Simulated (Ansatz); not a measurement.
## Bulk modulus of Bi (model structure, from the diamond type, Fd-3m, No. 227) at several levels of theory

No measured value is used here.

```csv
level (code),value (GPa),cell (Å³/atom)
LDA (Ansatz),35.1,44.72
PBE (Ansatz),28.9,48.38
PBEsol (Ansatz),32.6,45.97
r²SCAN (Ansatz),[?],47.29
```

Some entries are withheld; supply them.


- r²SCAN (Ansatz, a quantum-chemistry and plane-wave program), value (GPa): 31.9

Density-functional levels without +SOC have no spin–orbit coupling. LDA, PBE, PBEsol, r²SCAN: the bulk modulus is −V dP/dV from two relaxed cells at ±2 % in volume. Each level is taken at its own relaxed cell. Cutoffs differ between the levels. Ansatz's density-functional and Hartree–Fock values are scalar-relativistic unless marked +SOC, with PAW data made under PBE.

A model structure was made by putting elements into a prototype or built by hand; it is no filed structure, need not be a known phase, and can be a saddle point held by its symmetry.
